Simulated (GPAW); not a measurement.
A series of runs on Sb2Pt (Pa-3, 12 atoms in the cell)

```xyz
12
Lattice="6.3477 0.0000 0.0000 0.0000 6.3477 0.0000 0.0000 0.0000 6.3477" Properties=species:S:1:pos:R:3 pbc="T T T"
Sb     2.3820     0.7919     5.5558
Sb     3.9657     5.5558     0.7919
Sb     0.7919     5.5558     2.3820
Sb     5.5558     0.7919     3.9657
Sb     5.5558     2.3820     0.7919
Sb     0.7919     3.9657     5.5558
Sb     3.9657     3.9657     3.9657
Sb     2.3820     2.3820     2.3820
Pt     0.0000     3.1738     3.1738
Pt     3.1738     3.1738     0.0000
Pt     3.1738     0.0000     3.1738
Pt     0.0000     0.0000     0.0000
```

Base run A: PBE, GPAW PAW datasets PBE (gpaw-data 1.0.1) in GPAW, self-consistent single point.

Its settings: mode = pw; ecut = 600 eV; xc = PBE; kpts = 4 4 4; mesh shift (steps) = 0 0 0; occupations.name = methfessel-paxton; occupations.width = 0.1 eV; occupations.order = 0; nbands = -16; convergence.density = 1e-05 e/electron; symmetry.symmorphic = false; symmetry.tolerance = 0.0005; maxiter = 100.

The starting cell comes from a database of computed structures (which also holds hypothetical and non-ambient phases and stackings), without a prior relaxation at this level. Its lattice was rescaled by a random factor within 2.5 % of one. Spin polarisation is off. In the base run, with a pressure of about 12 GPa the cell is away from its equilibrium volume at this level.

ΔF is the free energy per atom less that of run A. 

```
run  occupations.width  ΔF (meV/atom)  pressure (GPa)  largest force (eV/Å)  TS (meV/atom)
---  -----------------  -------------  --------------  --------------------  -------------
A               0.1 eV           0.00           12.20                 0.152            0.9
B             0.002 eV           0.61           12.17                 0.159            0.0
C              0.01 eV           0.57           12.16                 0.163            0.0
D             0.025 eV           0.50           12.16                 0.157            0.1
E              0.05 eV           0.37           12.17                 0.154            0.3
F              0.15 eV          -0.51           12.22                 0.157            1.8
G               0.3 eV           -3.2           12.30                 0.175            6.9
H               0.5 eV           -9.3           12.40                 0.209           20.4
I               0.8 eV          -29.3           12.85                 0.274           77.4
```

Run B against A: The free energy is nearly the same (within 1 meV/atom), the pressure hardly changes (12.20 to 12.17 GPa) and the largest force goes from 0.152 to 0.159 eV/Å.

Run I against A: The free energy goes down by 29.3 meV/atom, the pressure goes from 12.20 to 12.85 GPa and the largest force goes from 0.152 to 0.274 eV/Å.

Run D against A: The free energy stays essentially unchanged (within 1 meV/atom), the pressure hardly changes (12.20 to 12.16 GPa) and the largest force goes from 0.152 to 0.157 eV/Å.
